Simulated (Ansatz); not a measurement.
Start from WC (space group P-6m2, No. 187; a = 2.899 Å, c = 2.827 Å; relaxed with 0.1 eV smearing). Axes: x lies along a and z along c of the hexagonal cell.

Calculations: Ansatz (a program for electronic structure), PBEsol, PAW, cutoff 420 eV, spin-orbit coupling left out.

Base values:

```
Quantity    Value
--------  -------
Pressure  0.0 GPa
```

Modification: the symmetric strain tensor [0.0069 -0.0034 -0.0036; -0.0034 -0.0235 0.0167; -0.0036 0.0167 0.0016], atoms relaxed at fixed cell.

Task: What happens to the energy relative to the base and pressure?

Result: The energy goes up by 25 meV/atom; the pressure (mean of the normal stresses, compression positive) goes from zero to 6.7 GPa.

No phonon test of stability was made. The final runs are not spin-polarised.
